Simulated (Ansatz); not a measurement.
**How far a parabola holds: energy against volume of CsCl-type CoAl**

System: CsCl-type CoAl. Method: LDA in Ansatz (PAW). Settings: plane-wave cutoff 520 eV, 20×20×20 k mesh, Fermi–Dirac smearing 0.05 eV, no spin polarisation, scalar-relativistic PAW data made under PBE. The cell has no free parameter but its volume, all volumes share cutoff and mesh, and the runs aren't spin-polarised. Energies are free energies at the run's smearing, counted from the lowest row; static lattice.

```csv
V (Å³/atom),E (meV/atom)
10.468,12.12
10.686,2.92
10.904,0.00
11.122,2.74
11.340,10.57
11.558,?
```

Taking a parabola for E over the 5 complete rows: With u = V - 10.90, the rows have u = -0.43200, -0.21400, 0.00400, 0.22200, 0.44000. Least squares gives E = 0.003 - 1.982·u + 59.699·u². Residuals (row less fit): 0.120, -0.241, 0.004, 0.235, -0.119; standard error 0.266 (degrees of freedom: 2). The fitted curve has its minimum at V = 10.9, where E = -0.01. Its curvature is d²E/dV² = 2 × 59.699 meV/Å⁶, so B = V0·d²E/dV² × 0.1602 = 209 GPa.

Question: Predict the withheld E at V = 11.558 from the fit, and compare with the calculation.

Answer: u = 0.65800, so E = 0.003 - 1.982 × 0.65800 + 59.699 × 0.65800² = 24.546 meV/atom. The calculation gives 22.98 meV/atom, 1.566 meV/atom below the prediction (6.8 % of the range of E in the table). The row lies outside the fitted rows, so this is an extrapolation. From the scatter of the fitted rows alone, a prediction at this place has a standard error of 0.630 meV/atom, so the miss is 2.5 times that.

The residuals are curvature that a parabola lacks, not noise. A solid that stiffens under compression and softens on expansion lies above the parabola at the compressed end and under it at the expanded end, as this row does. A third-order Birch-Murnaghan fit to the whole scan has B0 = 208 GPa. Only scans are tabulated whose curvature falls smoothly with volume, and where the parabola meets the shown rows within 5 % of their range and misses the end by 0.1 meV or more.

Measured, for comparison: bulk modulus 162 GPa (room temperature, not corrected to a static lattice; as tabulated in Yamada et al. (2019), arXiv:1910.09660). Computed less measured: bulk modulus +28 %.

Ansatz is an electronic-structure program.
